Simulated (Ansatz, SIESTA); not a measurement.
A SIESTA input for a self-consistent single point of Li2S (Fm-3m, 3 atoms in the cell) (DFT, GGA PBE, numerical atomic orbitals DZP, PseudoDojo PBE standard norm-conserving potentials (rewritten from UPF to PSML)):

```
# files in the folder: Li.psml S.psml (PseudoDojo PBE standard)
SystemName  Li2S
SystemLabel li2s

NumberOfAtoms                3
NumberOfSpecies              2
%block ChemicalSpeciesLabel
  1 3 Li
  2 16 S
%endblock ChemicalSpeciesLabel
LatticeConstant              1.0 Bohr
%block LatticeVectors
     0.000000000    5.357694817    5.357694817
     5.357694817    0.000000000    5.357694817
     5.357694817    5.357694817    0.000000000
%endblock LatticeVectors
AtomicCoordinatesFormat      Ang
%block AtomicCoordinatesAndAtomicSpecies
     4.252755000    4.252755000    4.252755000  1
     1.417585000    1.417585000    1.417585000  1
     0.000000000    0.000000000    0.000000000  2
%endblock AtomicCoordinatesAndAtomicSpecies

XC.functional                GGA
XC.authors                   PBE
PAO.BasisSize                DZP
PAO.EnergyShift              0.01 Ry
PAO.Polarization.NonPerturbative true
MeshCutoff                   300 Ry
%block kgrid.MonkhorstPack
    7   0   0  0.0
    0   7   0  0.0
    0   0   7  0.0
%endblock kgrid.MonkhorstPack
OccupationFunction           FD
ElectronicTemperature        20.0 meV

MaxSCFIterations             150
SCF.Mixer.Method             Pulay
SCF.Mixer.Weight             0.1
SCF.Mixer.History            8
SCF.DM.Tolerance             1.0E-05
Diag.ParallelOverK           true
WriteForces                  true
Charge.Mulliken              end
```

### Question
Write the same calculation as an input for Ansatz (a quantum-chemistry and plane-wave program).

### Answer
This is the input that was run; spellings and numerical settings could be chosen otherwise.

Ansatz 0.2 input:
```yaml
crystal:
  lattice:
    - [0.000000, 2.835170, 2.835170]
    - [2.835170, 0.000000, 2.835170]
    - [2.835170, 2.835170, 0.000000]
  atoms:
    - { symbol: Li, position_ang: [4.252755, 4.252755, 4.252755] }
    - { symbol: Li, position_ang: [1.417585, 1.417585, 1.417585] }
    - { symbol: S, position_ang: [0.000000, 0.000000, 0.000000] }
kpoints:
  mp_grid:
    grid: [7, 7, 7]
hamiltonian:
  xc: pbe
  pseudopotentials:
    kind: paw
scf:
  occupations:
    method: fermi_dirac
    width: 0.02
output:
  forces: true
  eigenvalues: true
  stress: true
```

Basis settings and potentials, where a program has them, do not carry over. This input uses DFT, PBE, plane waves, default PAW files. Both were run: pressure 1.44 GPa in SIESTA and 0.78 in Ansatz; gap on the mesh 3.602 eV in SIESTA and 3.531 in Ansatz. Ansatz's pressure is the one without its finite-basis correction.

On Ansatz: the starting cell comes from a database of computed structures (which also holds hypothetical and non-ambient phases and stackings), without a prior relaxation at this level. Another mesh or the band path of this cell gives a smaller gap, so this value is not converged in the mesh.

On SIESTA: the starting cell comes from a database of computed structures (which also holds hypothetical and non-ambient phases and stackings), without a prior relaxation at this level. Values carry the incompleteness of an atom-centred basis. Another mesh or the band path of this cell gives a smaller gap, so this value is not converged in the mesh.
